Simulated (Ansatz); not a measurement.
The starting structures come from a database of crystals and need not be the phases stable at ambient conditions.

By PBEsol, the system below comes out a metal.

Input:

```xyz
4
Lattice="4.3165 0.0000 0.0000 0.0000 7.3753 1.2181 0.0000 1.8745 3.9108" Properties=species:S:1:pos:R:3 pbc="T T T"
Sb     1.0791     6.4687     2.8692
Sb     3.2374     2.7811     2.2597
Sb     3.2374     5.5316     0.9137
Sb     1.0791     3.7182     4.2152
```

Space group of this cell: C2/m. The cell was relaxed by PBE-D3(BJ).

The current flows along the normal of the first two printed cell vectors. No spin-orbit coupling; the value is a mean over 0.1 eV about the Fermi level.

Compute, with PBEsol run with Ansatz (a first-principles code), the ballistic conductance per area.

1.2 × 10¹⁵ S/m² for both spins.
